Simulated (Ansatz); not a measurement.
## Rh2Ge, response to strain

The parent structure is Rh2Ge (space group Pnma, No. 62; a = 5.491 Å, b = 4.011 Å, c = 7.578 Å). Axes: x, y, z lie along a, b, c of the conventional cell.

Strains are applied to the cell and any free atomic positions relax; under biaxial strain the out-of-plane vector relaxes too; under stress the whole cell relaxes.

The values are results of Ansatz (a program for electronic structure) r2SCAN, no spin-orbit coupling, earlier PAW set, not measurements.

Notes on the quantities. pressure: mean of the normal stresses, compression positive.

```tsv
change	pressure	volume per atom	space group
base	0.0 GPa	13.91 Å³	Pnma (No. 62)
biaxial strain −1.28 %, plane normal [001], relaxed out of plane	2.3 GPa	13.76 Å³	Pnma (No. 62)
biaxial strain −1.04 %, plane normal [001], relaxed out of plane	(withheld)	(withheld)	Pnma (No. 62)
uniaxial strain ε_yy = −3.11 %	8.2 GPa	13.48 Å³	Pnma (No. 62)
uniaxial strain ε_zz = +5.96 %	-11.1 GPa	14.74 Å³	Pnma (No. 62)
uniaxial stress, 1 GPa tension along z	–	13.92 Å³	Pnma (No. 62)
tensor shear ε_xy = −3.47 %	1.1 GPa	13.89 Å³	P2_1/c (No. 14)
tensor shear ε_xy = −2.20 %	0.4 GPa	13.90 Å³	P2_1/c (No. 14)
```

Some entries are withheld; estimate them.


- biaxial strain −1.04 %, plane normal [001], relaxed out of plane, pressure: 1.8 GPa
- biaxial strain −1.04 %, plane normal [001], relaxed out of plane, volume per atom: 13.79 Å³

Without a gap, meshes like the base's 7×9×5 leave anisotropic stresses uncertain by several tenths of a GPa, and small strain energies with them. Beyond what the load breaks, stability against distortions was not tested. All final runs are without spin polarisation.
